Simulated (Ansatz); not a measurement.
Structures of equal composition on the (111) surface of fcc Pt: a layer of In in place of the second plane; a layer of In in place of the third plane. The slabs share one bottom face, and each structure is named by its start. These are constructed structures in small cells; real faces may alloy, dewet or reconstruct in larger ones, and not all known structures of the face are among them. Slabs of about 11 Å with all that they carry, Fermi-Dirac smearing of 0.1 eV. Bottom of the slabs: a bare face, its two planes held. Relaxed from the named starts with such symmetry as they have, on meshes of like density; energies extrapolated to zero smearing; no spin-orbit coupling, no U. Spin-polarised runs, if any, are marked in brackets, and their order is one that fits the cell; the others ran without spin.

Computed with PBE (plane waves to 420 eV, PAW; Ansatz, a quantum-chemistry and plane-wave program).

### Question
Rank these by energy per 1x1 cell (lowest first), as PBE gives it.

### Answer
a layer of In in place of the second plane (0.000 eV), a layer of In in place of the third plane (0.124 eV)
